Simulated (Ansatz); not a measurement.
Output of an Ansatz run (abridged):

```
WARN ansatz: RAYON_NUM_THREADS=1 ignored (pool sized by the plan → 1); use --threads N
Pseudopotentials: kind: paw
Pseudopotential: Bi, paw, valence charge 15
Pseudopotential: Ir, paw, valence charge 17
Crystal: 6 atoms, lattice volume = 181.304 Å³
Basis set: ecut = 420 eV, 3527 PW (Γ), exchange–correlation on 90×90×90 points (8 copies of the dense FFT grid, shifted against one another)
Bands: 57, of which v1, the nominal top of the filled ones, is band 47 counted from 1 (46 counted from 0)
Symmetry: 48 space group operations
Space group: Fd-3m (ITA 227), of the structure as read, at distance tolerance 5.7e-5 Å
k-points: 35 of 729
Initial density: superposition of atomic densities (neutral atoms: chi_scale 0, normalization atom), corrected by the library's trained network
Initial wavefunctions: pseudopotential atomic-orbital guess
Eigensolver: davidson
Functional: x = pbe(κ = 0.804, μ = 0.2195149727645171), c = pbe(β = 0.06672455060314922)
SCF iter   1: F=—  HF=-73447.748440 eV  |F-HF|=—  |Δ(HF+E_count)|=         —  Δρ=2.11e-3  dr2=3.92e-3  ethr=1.77e-3  ⟨swp⟩=7.1  Hψ=7461  notcnv=0
all-band conjugate gradients solve this SCF's bands
preconditioner: auto → Kerker (q_TF=auto, 2.445 Å⁻¹)
SCF iter   2: F=—  HF=-73447.752808 eV  |F-HF|=—  |Δ(HF+E_count)|=   4.37e-3  Δρ=1.28e-3  dr2=2.12e-3  ethr=4.17e-6  ⟨swp⟩=2.9  Hψ=4453  notcnv=0
SCF iter   3: F=—  HF=-73447.753859 eV  |F-HF|=—  |Δ(HF+E_count)|=   1.05e-3  Δρ=2.54e-4  dr2=9.81e-5  ethr=2.25e-6  ⟨swp⟩=2.0  Hψ=2541  notcnv=0
SCF iter   4: F=—  HF=-73447.754005 eV  |F-HF|=—  |Δ(HF+E_count)|=   1.46e-4  Δρ=1.07e-4  dr2=2.56e-5  ethr=1.04e-7  ⟨swp⟩=1.2  Hψ=1889  notcnv=0
SCF iter   5: F=—  HF=-73447.754009 eV  |F-HF|=—  |Δ(HF+E_count)|=   3.37e-6  Δρ=2.30e-5  dr2=1.98e-6  ethr=2.73e-8  ⟨swp⟩=1.8  Hψ=2143  notcnv=0
SCF iter   6: F=—  HF=-73447.754009 eV  |F-HF|=—  |Δ(HF+E_count)|=   9.24e-8  Δρ=9.21e-6  dr2=3.81e-7  ethr=2.11e-9  ⟨swp⟩=2.0  Hψ=3040  notcnv=0
SCF iter   7: F=-73447.754009 eV  HF=-73447.754009 eV  |F-HF|=9.34e-9  |Δ(HF+E_count)|=   2.95e-8  Δρ=2.35e-6  dr2=1.90e-8  ethr=1.06e-10  ⟨swp⟩=8.6  Hψ=7729  notcnv=0
SCF 1 converged in 7 iterations: F = -73447.754009 eV  dr2 = 1.90e-8
SCF converged after 7 iterations
Free energy (F): -73447.754009 eV
Harris-Foulkes:  -73447.754009 eV  (|F-HF|=9.34e-9)
Internal energy: -73447.723759 eV  (E = F + TS)
E sigma→0 (E₀):  -73447.738884 eV
Entropy (-TS):   -0.030249 eV (-5.042 meV/atom)
Fermi energy:    11.023944 eV
--- Per-component energies (eV) ---
  E_band       = -957.548656
  E_kinetic    = 2447.201136
  E_local      = -9509.755288  (includes V_loc(G=0)·N_el)
  E_nonlocal   = 2392.438740
  E_hartree    = 3242.931572
  E_xc         = -1131.910352
  E_vxc        = -1163.954671  (∫ρ·V_xc dr)
  E_paw        = -61099.931912  (= ΣΔE_a)
  E_vpaw       = -1609.343356  (= ΣTr[D̂ρ^β])
  E_aug_tail   = -0.001602  (compensation charges beyond the density's cutoff)
  E_ewald      = -9788.696053
  E_smearing   = -0.030249  (= −TS)
  E_closure    = -0.000000  (closes the sum)
  Σ components = -73447.754009   (vs F -73447.754009, Δ=0.00e0)
--- Forces (eV/Å), atoms counted from 1 ---
  atom   1  Bi     0.00000000    -0.00000000    -0.00000000
   [... zero for the other atoms too ...]
  max |Σ_I F_I| component: 7.52e-18 eV/Å
--- Stress (GPa, compression-positive) ---
       -5.582574       0.000000      -0.000000
        0.000000      -5.582574      -0.000000
        0.000000      -0.000000      -5.582574
  P = ⅓ Tr σ = -5.5826 GPa (-55.826 kbar)
  The stress holds the Pulay correction. Without it, at fixed plane waves, as pw.x and ABINIT print it: P = -5.6167 GPa
--- Band table (eV; the first three rows and the last of 35) ---
  k-point 0: bands = ["-79.5163", "-79.5162", "-36.4268", "-36.4268", "-36.4268", "-36.4241", "-36.4241", "-36.4241", "-12.4106", "-12.3016", "-12.3016", "-12.3016", "-12.2985", "-12.2985", "-12.1027", "-12.1027", "-12.1027", "-12.0128", "-12.0128", [...]
  k-point 1: bands = ["-79.5163", "-79.5162", "-36.4268", "-36.4268", "-36.4267", "-36.4242", "-36.4241", "-36.4241", "-12.4023", "-12.2993", "-12.2993", "-12.2986", "-12.2886", "-12.2886", "-12.1027", "-12.1003", "-12.1003", "-12.0149", "-12.0149", [...]
  k-point 2: bands = ["-79.5163", "-79.5162", "-36.4268", "-36.4268", "-36.4266", "-36.4242", "-36.4240", "-36.4240", "-12.3817", "-12.2972", "-12.2972", "-12.2872", "-12.2557", "-12.2557", "-12.1026", "-12.0933", "-12.0933", "-12.0232", "-12.0232", [...]
  k-point 34: bands = ["-79.5163", "-79.5162", "-36.4271", "-36.4271", "-36.4257", "-36.4252", "-36.4238", "-36.4238", "-12.2747", "-12.2684", "-12.2678", "-12.2220", "-12.1731", "-12.1491", "-12.1090", "-12.1081", "-12.0777", "-12.0724", [...]
```

The structure:

```xyz
6
Lattice="0.0000 4.4922 4.4922 4.4922 0.0000 4.4922 4.4922 4.4922 0.0000" Properties=species:S:1:pos:R:3 pbc="T T T"
Bi     1.1230     1.1230     1.1230
Bi     1.1230     3.3691     3.3691
Bi     3.3691     1.1230     3.3691
Bi     3.3691     3.3691     1.1230
Ir     6.7383     6.7383     6.7383
Ir     4.4922     4.4922     4.4922
```

**Question.** Reconstruct the input of this run.

**Answer.** Other spellings and defaults could give the same log, and not every line can be read from it. The input that was run (DFT, PBE, plane waves, default PAW files):

Ansatz 0.2 input:
```yaml
# Bi2Ir
crystal:
  lattice:
    - [0.000000, 4.492198, 4.492198]
    - [4.492198, 0.000000, 4.492198]
    - [4.492198, 4.492198, 0.000000]
  atoms:
    - { symbol: Bi, position: [0.125000, 0.125000, 0.125000] }
    - { symbol: Bi, position: [0.625000, 0.125000, 0.125000] }
    - { symbol: Bi, position: [0.125000, 0.625000, 0.125000] }
    - { symbol: Bi, position: [0.125000, 0.125000, 0.625000] }
    - { symbol: Ir, position: [0.750000, 0.750000, 0.750000] }
    - { symbol: Ir, position: [0.500000, 0.500000, 0.500000] }
basis:
  ecutwfc: 420.0
kpoints:
  mp_grid: { grid: [9, 9, 9] }
hamiltonian:
  xc: pbe
  pseudopotentials: { kind: paw }
scf:
  occupations: { method: gaussian, width: 0.1 }
output:
  forces: true
  eigenvalues: true
  stress: true
```

The starting cell was generated: these elements placed on a structure prototype, without a prior relaxation; it need not be a known phase or ordering of this composition. Spin-orbit coupling is off. Spin polarisation is off. With a pressure of about -6 GPa the cell is away from its equilibrium volume at this level. Ansatz's pressure includes its estimate of the finite-basis (Pulay) stress.

Ansatz is a first-principles code.
